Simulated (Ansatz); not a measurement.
Electronic density of states of amorphous Si30N40Ag, density 3.11 g/cm³, on a 2×2×2 Γ-centred mesh with a Gaussian width of 0.1 eV; energies count from the Fermi level, whose place inside the gap is arbitrary. Cell and mesh are small, so fine structure isn't converged. All values below come from PBE, scalar-relativistic without spin-orbit coupling (plane waves to 420 eV, PAW; Ansatz, a first-principles code). Sampling: a 2×2×2 Γ-centred mesh; Fermi-Dirac width 0.02 eV; collinear spin, started from a total moment of 1 μB (at the end a net moment of 1.0 μB). In the spin-polarised cell the level spacing at the Fermi energy can part levels of unlike spin. At PBE the levels at the filled edge of the gap are localised (band-tail or defect states), and the nearest spread-out levels lie 2.3 eV apart at the zone centre.

A CHGNet melt-quench gave the starting glass, which DFT then relaxed. N atoms were pushed apart under 1.9 Å during the dynamics, to hinder bonds among them. The hot cell started wider than the set density and was brought back towards it in steps. It is the lowest in DFT energy of 2 quenches. It is a model cell: composition and starting density were chosen by hand, and all elements were melted together. No dispersion term was used. Its density started from a set value of 3.11 and ended at 3.11 g/cm³. The simulated quench (nominally 300 K/ps over its main leg) is rapid and tends to freeze in more defects than a deposited or slowly cooled glass has. One small periodic cell is one sample of the glass; other quenches scatter about these values. The volume was held where the preparation left it, at a PBE pressure of 4.9 GPa. Stress components on the final sampling reach 6.3 GPa.

(E - EF (eV), states/(eV atom)): (-12.00, 0.00); (-11.90, 0.02); (-11.80, 0.11); (-11.70, 0.19); (-11.60, 0.16); (-11.50, 0.14); (-11.40, 0.18); (-11.30, 0.19); (-11.20, 0.20); (-11.10, 0.20); (-11.00, 0.18); (-10.90, 0.19); (-10.80, 0.25); (-10.70, 0.26); (-10.60, 0.23); (-10.50, 0.22); (-10.40, 0.24); (-10.30, 0.28); (-10.20, 0.26); (-10.10, 0.23); (-10.00, 0.21); (-9.90, 0.24); (-9.80, 0.31); (-9.70, 0.27); (-9.60, 0.22); (-9.50, 0.24); (-9.40, 0.20); (-9.30, 0.22); (-9.20, 0.23); (-9.10, 0.26); (-9.00, 0.24); (-8.90, 0.22); (-8.80, 0.27); (-8.70, 0.29); (-8.60, 0.30); (-8.50, 0.32); (-8.40, 0.34); (-8.30, 0.38); (-8.20, 0.36); (-8.10, 0.36); (-8.00, 0.40); (-7.90, 0.36); (-7.80, 0.37); (-7.70, 0.42); (-7.60, 0.38); (-7.50, 0.35); (-7.40, 0.40); (-7.30, 0.39); (-7.20, 0.39); (-7.10, 0.45); (-7.00, 0.46); (-6.90, 0.44); (-6.80, 0.46); (-6.70, 0.46); (-6.60, 0.45); (-6.50, 0.43); (-6.40, 0.42); (-6.30, 0.45); (-6.20, 0.48); (-6.10, 0.47); (-6.00, 0.41); (-5.90, 0.44); (-5.80, 0.46); (-5.70, 0.47); (-5.60, 0.50); (-5.50, 0.50); (-5.40, 0.47); (-5.30, 0.39); (-5.20, 0.42); (-5.10, 0.44); (-5.00, 0.40); (-4.90, 0.39); (-4.80, 0.38); (-4.70, 0.44); (-4.60, 0.54); (-4.50, 0.50); (-4.40, 0.47); (-4.30, 0.48); (-4.20, 0.47); (-4.10, 0.45); (-4.00, 0.44); (-3.90, 0.48); (-3.80, 0.55); (-3.70, 0.55); (-3.60, 0.49); (-3.50, 0.48); (-3.40, 0.48); (-3.30, 0.44); (-3.20, 0.39); (-3.10, 0.43); (-3.00, 0.47); (-2.90, 0.39); (-2.80, 0.32); (-2.70, 0.37); (-2.60, 0.41); (-2.50, 0.35); (-2.40, 0.27); (-2.30, 0.23); (-2.20, 0.17); (-2.10, 0.15); (-2.00, 0.18); (-1.90, 0.21); (-1.80, 0.21); (-1.70, 0.10); (-1.60, 0.01); (-1.50, 0.00); (-1.40, 0.00); (-1.30, 0.00); (-1.20, 0.00); (-1.10, 0.00); (-1.00, 0.00); (-0.90, 0.00); (-0.80, 0.00); (-0.70, 0.03); (-0.60, 0.06); (-0.50, 0.04); (-0.40, 0.01); (-0.30, 0.00); (-0.20, 0.00); (-0.10, 0.00); (0.00, 0.00); (0.10, 0.00); (0.20, 0.00); (0.30, 0.00); (0.40, 0.00); (0.50, 0.02); (0.60, 0.05); (0.70, 0.06); (0.80, 0.03); (0.90, 0.03); (1.00, 0.05); (1.10, 0.04); (1.20, 0.04); (1.30, 0.13); (1.40, 0.20); (1.50, 0.20); (1.60, 0.16); (1.70, 0.18); (1.80, 0.22); (1.90, 0.24); (2.00, 0.21); (2.10, 0.19); (2.20, 0.18); (2.30, 0.17); (2.40, 0.17); (2.50, 0.24); (2.60, 0.28); (2.70, 0.29); (2.80, 0.32); (2.90, 0.30); (3.00, 0.33); (3.10, 0.34); (3.20, 0.35); (3.30, 0.40); (3.40, 0.37); (3.50, 0.34); (3.60, 0.31); (3.70, 0.34); (3.80, 0.38); (3.90, 0.39)

The level spacing at the Fermi energy on this mesh is 1.04 eV; the broadening fills part of it in the curve.
